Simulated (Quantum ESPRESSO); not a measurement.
Worked example: self-consistent single point of CdWO4 (P2/c, 12 atoms in the cell) in Quantum ESPRESSO.

Level of theory: LDA (PZ), GBRV 1.5 ultrasoft (LDA) pseudopotentials (plane waves; Quantum ESPRESSO).

```
CdWO4
1.0
    5.10656     0.00000     0.00000
    0.00000     5.97587     0.00000
   -0.10824     0.00000     5.14818
Cd W O
2 2 8
Cartesian
  2.47210   4.12634   3.86114
  2.52622   1.84953   1.28705
 -0.08118   1.05576   3.86114
 -0.02706   4.92012   1.28705
  4.07379   0.57291   0.26817
  0.92453   5.40297   4.88002
  0.97865   0.57291   2.30592
  4.01967   5.40297   2.84226
  3.80048   2.20838   3.17344
  1.19784   3.76749   1.97474
  1.14372   2.20838   4.54883
  3.85460   3.76749   0.59935
```

Reference input (self-consistent single point, DFT, LDA (PZ), plane waves, GBRV 1.5 ultrasoft (LDA) pseudopotentials): ecutwfc = 40 Ry; ecutrho = 320 Ry; occupations = smearing; smearing = gaussian; degauss = 0.00147 Ry; potentials = {Cd: cd_lda_v1.uspp.F.UPF, W: w_lda_v1.2.uspp.F.UPF, O: o_lda_v1.2.uspp.F.UPF}; K_POINTS = automatic 3 3 3 0 0 0; conv_thr = 1e-10 Ry; mixing_beta = 0.5. This run's input differs from it in these lines:

```diff
@@ -44,3 +44,3 @@
 K_POINTS {automatic}
-3 3 3  0 0 0
+5 4 5  0 0 0
```

Output, abridged:

```
     Self-consistent Calculation

     iteration #  1     ecut=    40.00 Ry     beta= 0.50

     negative rho (up, down):  1.602E-01 0.000E+00

     total energy              =    -804.33473287 Ry
     estimated scf accuracy    <       4.45220667 Ry

     iteration #  2     ecut=    40.00 Ry     beta= 0.50

     negative rho (up, down):  1.643E-01 0.000E+00

     total energy              =    -804.37276192 Ry
     estimated scf accuracy    <      10.08142937 Ry

     iteration #  3     ecut=    40.00 Ry     beta= 0.50

     negative rho (up, down):  1.642E-01 0.000E+00

     total energy              =    -806.19467542 Ry
     estimated scf accuracy    <       0.79879591 Ry

   [... 8 blocks of this kind left out ...]

     iteration # 12     ecut=    40.00 Ry     beta= 0.50

     negative rho (up, down):  1.645E-01 0.000E+00

     total energy              =    -806.23887550 Ry
     estimated scf accuracy    <          4.2E-10 Ry

     iteration # 13     ecut=    40.00 Ry     beta= 0.50

     negative rho (up, down):  1.645E-01 0.000E+00
     End of self-consistent calculation

     the Fermi energy is     7.6395 ev

!    total energy              =    -806.23887550 Ry
     estimated scf accuracy    <          5.4E-11 Ry
     smearing contrib. (-TS)   =      -0.00000000 Ry
     internal energy E=F+TS    =    -806.23887550 Ry

     convergence has been achieved in  13 iterations

     negative rho (up, down):  1.645E-01 0.000E+00

     Forces acting on atoms (cartesian axes, Ry/au):

     atom    1 type  1   force =     0.00000000    0.00124977    0.00000000
     atom    2 type  1   force =     0.00000000   -0.00124977    0.00000000
     atom    3 type  2   force =     0.00000000    0.00440567    0.00000000
     atom    4 type  2   force =     0.00000000   -0.00440567    0.00000000
     atom    5 type  3   force =     0.01910871    0.00031975   -0.01022968
   [... lines left out ...]
     Total force =     0.070316     Total SCF correction =     0.000025
   [... lines left out ...]

     negative rho (up, down):  1.645E-01 0.000E+00
          total   stress  (Ry/bohr**3)                   (kbar)     P=     -134.41
  -0.00095214   0.00000000   0.00000139         -140.06        0.00        0.20
   0.00000000  -0.00085619   0.00000000            0.00     -125.95        0.00
   0.00000139   0.00000000  -0.00093281            0.20        0.00     -137.22

   JOB DONE.
```

The run converged in 13 iterations. Against the reference run the free energy hardly moves (within 1 meV/atom), the pressure stays at -13.44 GPa, the largest force stays at 0.707 eV/Å and the gap on the mesh goes from 2.896 to 2.773 eV.

The starting cell comes from a database of computed structures (which also holds hypothetical and non-ambient phases and stackings), without a prior relaxation at this level. Its lattice was rescaled by a random factor within 2.5 % of one. Spin-orbit coupling is off. With a pressure of about -13 GPa the cell is away from its equilibrium volume at this level.

Cost on one core of a shared machine: roughly 8 min.
